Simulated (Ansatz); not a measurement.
## A computed series for CsLiBr2: response to strain

The reference is CsLiBr₂ (space group P4/nmm, No. 129; a = 5.1874 Å, c = 9.9430 Å; a cell from a computed database, its experimental status unchecked).

Strains are applied to the cell and any free atomic positions relax.

All numbers come from Ansatz (an electronic-structure program) r2SCAN, spin-orbit coupling left out, earlier PAW set.

```
isotropic strain (%)  band gap (eV)
--------------------  -------------
-2.99                          5.25
-0.35                             ?
0                              4.97
3.47                           4.70
```

Task: Fit E_g = E₀ + Dε (ε in %) to the rows shown and predict the withheld row.

Result: Least squares on the printed values gives E₀ = 4.99 eV, D = -84.9 meV per % of strain (largest residual 0.02 eV); this predicts 5.02 eV, and the run gives 5.00 eV, 0.02 lower.

No phonon test of stability was made.
